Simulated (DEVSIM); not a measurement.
System: Schottky contact on n-type Si, at 250 K.

```
layer (left to right)  material  thickness (μm)  Nd (cm⁻³)  τn (s)  τp (s)
---------------------  --------  --------------  ---------  ------  ------
1                            Si            1.70     9.2e16    7e-5    7e-5
```

Left contact: Schottky, work function 4.67 eV, emission velocity 5.2e6 cm/s. Right contact: ohmic. Voltage is applied to the left contact. Recombination: SRH at mid-gap, radiative, Auger. Gap narrowing is on: ΔEg = 6.92 meV × (l + √(l² + 0.5)), l = ln(N/1.3e17 cm⁻³), shared equally by both band edges. Mobility is constant in doping.

The device is made up for the run: typed textbook-type constants, with dimensions and the other settings drawn at random. Values at 300 K; Nc and Nv go as T^1.5, mobilities as T to minus their exponent, the gap by Varshni's rule with the affinity fixed.

```tsv
parameter	Si
gap (eV)	1.124
affinity (eV)	4.05
permittivity	11.7
Nc (cm⁻³)	2.86e19
Nv (cm⁻³)	3.1e19
μn (cm²/Vs)	1417
μp (cm²/Vs)	470
T exponent of μn	2.3
T exponent of μp	2.2
B (cm³/s)	4.7e-15
Cn (cm⁶/s)	2.8e-31
Cp (cm⁶/s)	9.9e-32
Varshni α (eV/K)	0.000473
Varshni β (K)	636
```

Model (solved in DEVSIM): 1D drift-diffusion, Boltzmann statistics, complete ionisation; no tunnelling, impact ionisation, image-force lowering or self-heating. Metal contacts follow the ideal Schottky-Mott rule: no Fermi-level pinning, no interface dipoles.

### Question
Tabulate band edges, carrier densities and field at zero bias.

### Answer
Energies count from the Fermi level of the right contact; mesh points crowd at the junctions.

```csv
x (μm),Ec (eV),Ev (eV),n (cm⁻³),p (cm⁻³),field (V/cm)
0.000,0.618,-0.515,7400000,1.0e9,-120000
0.009229,0.517,-0.616,8.3e8,8900000,-100000
0.02190,0.397,-0.736,2.2e11,34000,-86000
0.03682,0.285,-0.848,3.9e13,190,-64000
0.07046,0.147,-0.986,2.4e16,< 1e2,-19000
0.1060,0.120,-1.013,8.4e16,< 1e2,-1600
0.1548,0.118,-1.015,9.2e16,< 1e2,-34
0.2421,0.118,-1.015,9.2e16,< 1e2,≈ 0
0.3417,0.118,-1.015,9.2e16,< 1e2,≈ 0
0.4784,0.118,-1.015,9.2e16,< 1e2,≈ 0
0.6394,0.118,-1.015,9.2e16,< 1e2,≈ 0
0.9783,0.118,-1.015,9.2e16,< 1e2,≈ 0
1.181,0.118,-1.015,9.2e16,< 1e2,≈ 0
1.329,0.118,-1.015,9.2e16,< 1e2,≈ 0
1.458,0.118,-1.015,9.2e16,< 1e2,≈ 0
1.531,0.118,-1.015,9.2e16,< 1e2,≈ 0
1.583,0.118,-1.015,9.2e16,< 1e2,≈ 0
1.618,0.118,-1.015,9.2e16,< 1e2,≈ 0
1.656,0.118,-1.015,9.2e16,< 1e2,≈ 0
1.674,0.118,-1.015,9.2e16,< 1e2,≈ 0
1.688,0.118,-1.015,9.2e16,< 1e2,≈ 0
1.700,0.118,-1.015,9.2e16,< 1e2,≈ 0
```
